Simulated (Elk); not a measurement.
Worked example: self-consistent single point of GaNi (Pm-3m, 2 atoms in the cell) in Elk.

Level of theory: PBEsol, all-electron FP-LAPW, Elk's shipped species files, default APW+lo basis run with Elk.

The change in words: lattice scaled by 0.98. Reference geometry:
```
GaNi
1.0
    2.88305     0.00000     0.00000
    0.00000     2.88305     0.00000
    0.00000     0.00000     2.88305
Ga Ni
1 1
Cartesian
  0.00000   0.00000   0.00000
  1.44152   1.44152   1.44152
```

Reference input (self-consistent single point, DFT, PBEsol, all-electron FP-LAPW, Elk's shipped species files, default APW+lo basis): xctype = 22; stype = 0; swidth = 0.00499791 Ha; ngridk = 9 9 9; rmtscf = 0.92; maxscl = 100. This run's input differs from it in these lines:

```diff
@@ -22,5 +22,5 @@
 avec
-    2.8830470000    0.0000000000    0.0000000000
-    0.0000000000    2.8830470000    0.0000000000
-    0.0000000000    0.0000000000    2.8830470000
+    2.8253860000    0.0000000000    0.0000000000
+    0.0000000000    2.8253860000    0.0000000000
+    0.0000000000    0.0000000000    2.8253860000
```

Log, with long lists cut:

```
│ Self-consistent loop started │
│ Loop number : 1 │
 total energy                :     -3471.39901329
│ Loop number : 2 │
 total energy                :     -3470.99034461
RMS change in Kohn-Sham potential (target) :   0.4308049745     (  0.1000000000E-05)
Absolute change in total energy (target)   :   0.4086686788     (  0.1000000000E-03)
│ Loop number : 3 │
 total energy                :     -3470.53007062
RMS change in Kohn-Sham potential (target) :   0.3852935145     (  0.1000000000E-05)
Absolute change in total energy (target)   :   0.5624411627     (  0.1000000000E-03)
│ Loop number : 4 │
   [... lines left out ...]
Absolute change in total energy (target)   :   0.1195469031E-03 (  0.1000000000E-03)
│ Loop number : 14 │
 total energy                :     -3462.30439979
RMS change in Kohn-Sham potential (target) :   0.3313046287E-05 (  0.1000000000E-05)
Absolute change in total energy (target)   :   0.9873449198E-04 (  0.1000000000E-03)
│ Loop number : 15 │
 total energy                :     -3462.30441023
RMS change in Kohn-Sham potential (target) :   0.5704625441E-06 (  0.1000000000E-05)
Absolute change in total energy (target)   :   0.1424128504E-04 (  0.1000000000E-03)
Convergence targets achieved

│ Loop number : 16 │

Energies :
 Fermi                       :     0.371438607337
 total energy                :     -3462.30441580

Density of states at Fermi energy :    29.55948738
 (states/Hartree/unit cell)

Estimated indirect band gap :   0.3339690803E-02
 from k-point     18 to k-point     11
Estimated direct band gap   :   0.4662930970E-01
 at k-point     34

Charges :
 core                        :    30.00000000
 valence                     :    29.00000000
 interstitial                :    2.513294591
 muffin-tins (core leakage)
  species :    1 (Ga)
   atom    1                 :    29.43846322     (  0.2113044280E-02)
  species :    2 (Ni)
   atom    1                 :    27.04824219     (  0.8143740653E-03)
 total in muffin-tins        :    56.48670541
 total calculated charge     :    58.99015017
 total charge                :    59.00000000
 error                       :   0.9849825240E-02

│ Self-consistent loop stopped │
```

The run converged in 16 iterations. The count includes the last loop, which Elk runs after its targets are met. Against the reference run the total energy goes up by 15.1 meV/atom.

The starting cell comes from a database of computed structures (which also holds hypothetical and non-ambient phases and stackings), without a prior relaxation at this level. Its lattice was rescaled by a random factor within 2.5 % of one. For this run, on top of that: lattice scaled by 0.98. Spin polarisation is off. Values depend on the basis (sphere radii, cutoffs, local orbitals), which need not be converged. The log's line on a gap gives a spacing of levels on this mesh, which the program prints for metals too.
